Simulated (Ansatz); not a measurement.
The starting structures come from a database of crystals and need not be the phases stable at ambient conditions.

 Where the default PAW files enter, the runs use the earlier of Ansatz's two default sets.

The decay constant κ of evanescent states in the gap governs leakage through a thin film.

Input:

```yaml
crystal:
  lattice:
    - [4.98590, 0.00000, 0.00000]
    - [-2.49295, 4.31792, 0.00000]
    - [0.00000, 0.00000, 11.46266]
  atoms:
    - { symbol: Ga, position: [0.00000, 0.44849, 0.33333] }
    - { symbol: Ga, position: [0.55151, 0.55151, 0.66667] }
    - { symbol: Ga, position: [0.44849, 0.00000, 0.00000] }
    - { symbol: As, position: [0.00000, 0.44670, 0.83333] }
    - { symbol: As, position: [0.55330, 0.55330, 0.16667] }
    - { symbol: As, position: [0.44670, 0.00000, 0.50000] }
    - { symbol: O, position: [0.60483, 0.90384, 0.12905] }
    - { symbol: O, position: [0.09616, 0.70099, 0.46238] }
    - { symbol: O, position: [0.29901, 0.39517, 0.79572] }
    - { symbol: O, position: [0.70099, 0.09616, 0.87095] }
    - { symbol: O, position: [0.39517, 0.29901, 0.53762] }
    - { symbol: O, position: [0.90384, 0.60483, 0.20428] }
    - { symbol: O, position: [0.67929, 0.07536, 0.38236] }
    - { symbol: O, position: [0.92464, 0.60393, 0.71569] }
    - { symbol: O, position: [0.39607, 0.32071, 0.04903] }
    - { symbol: O, position: [0.60393, 0.92464, 0.61764] }
    - { symbol: O, position: [0.32071, 0.39607, 0.28431] }
    - { symbol: O, position: [0.07536, 0.67929, 0.95097] }
```

Space group of this cell: P3_121. The cell is taken as given; by r2SCAN its mean pressure is -1.9 GPa.

Transport runs along the normal of the first two printed cell vectors, the (001) plane of the conventional cell.

No gap correction and no spin-orbit coupling; mid-gap values are interpolated between computed energies.

**Question.** Predict the band gap and the smallest decay constant κ at mid-gap from r2SCAN run with Ansatz (a quantum-chemistry and plane-wave program).

**Answer.** Gap 4.03 eV on a 12×12×4 mesh; κ = 0.340 1/Å, at the zone centre.
